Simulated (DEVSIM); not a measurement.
Structure: abrupt Si n-p junction, at 300 K.

```
layer (left to right)  material  thickness (μm)  Nd (cm⁻³)  Na (cm⁻³)   τn (s)   τp (s)
---------------------  --------  --------------  ---------  ---------  -------  -------
1                            Si            75.0     1.3e18          -  0.00015  0.00015
2                            Si            4.80          -     4.7e14  0.00015  0.00015
```

Left contact: ohmic. Right contact: ohmic. Voltage is applied to the left contact. Recombination: SRH at mid-gap, radiative. Mobility is constant in doping.

The device is made up for the run: typed textbook-type constants, with dimensions and the other settings drawn at random. Values at 300 K; Nc and Nv go as T^1.5, mobilities as T to minus their exponent, the gap by Varshni's rule with the affinity fixed.

```tsv
parameter	Si
gap (eV)	1.124
affinity (eV)	4.05
permittivity	11.7
Nc (cm⁻³)	2.86e19
Nv (cm⁻³)	3.1e19
μn (cm²/Vs)	1417
μp (cm²/Vs)	470
T exponent of μn	2.3
T exponent of μp	2.2
B (cm³/s)	4.7e-15
Varshni α (eV/K)	0.000473
Varshni β (K)	636
```

Model (solved in DEVSIM): 1D drift-diffusion, Boltzmann statistics, complete ionisation; no tunnelling, impact ionisation, image-force lowering or self-heating.

The temperature was swept, all else fixed.

| temperature (K) | potential step across the device at zero bias (V) | largest field in the device at zero bias (V/cm) | dark forward voltage at 100 A/cm² (V) |
|---|---|---|---|
| 250 | 0.842 | 57000 | 0.765 |
| 300 | 0.757 | ___ | ___ |
| 350 | 0.669 | 67000 | 0.585 |
| 400 | 0.578 | 72000 | 0.493 |
| 450 | 0.484 | 76000 | 0.400 |
| 500 | 0.398 | 80000 | 0.307 |

Question: Complete the blanks.

Answer: 
- 300, largest field in the device at zero bias (V/cm): 63000
- 300, dark forward voltage at 100 A/cm² (V): 0.676
